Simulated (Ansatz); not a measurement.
## ZrGe2 (model structure, started from the MoSi2 type, I4/mmm, No. 139, 3 atoms in the cell)

Calculation: PBEsol (Ansatz, an electronic-structure program, plane waves, PAW).

Settings: plane-wave cutoff 500 eV, 16×16×16 k mesh, Fermi–Dirac smearing 0.05 eV, scalar-relativistic PAW data made under PBE.

Cell (relaxed at this level):

ZrGe2 has the tetragonal space group I4/mmm (No. 139), Pearson symbol tI6. Lattice parameters: a = b = 3.4122 Å, c = 9.1169 Å, α = β = γ = 90.00°. Zr on 2a has 10 Ge at 2.908–2.934 Å. Ge on 4e has 4 Ge at 2.746 Å and 5 Zr at 2.908–2.934 Å. (Neighbours: up to the widest gap in distance over summed covalent radii, below 1.35, at either atom; cation-cation and far metal-metal contacts left out.)
(The calculation used a cell of 3 atoms; values per cell refer to that cell.)

- band gap = none

Note: the relaxation could raise the start's symmetry but not lower it, so the cell can be a saddle point.

Spin–orbit coupling is not included.

Computed values are for the static lattice.

A model structure was made by putting elements into a prototype or built by hand; it is no filed structure, need not be a known phase, and can be a saddle point held by its symmetry.
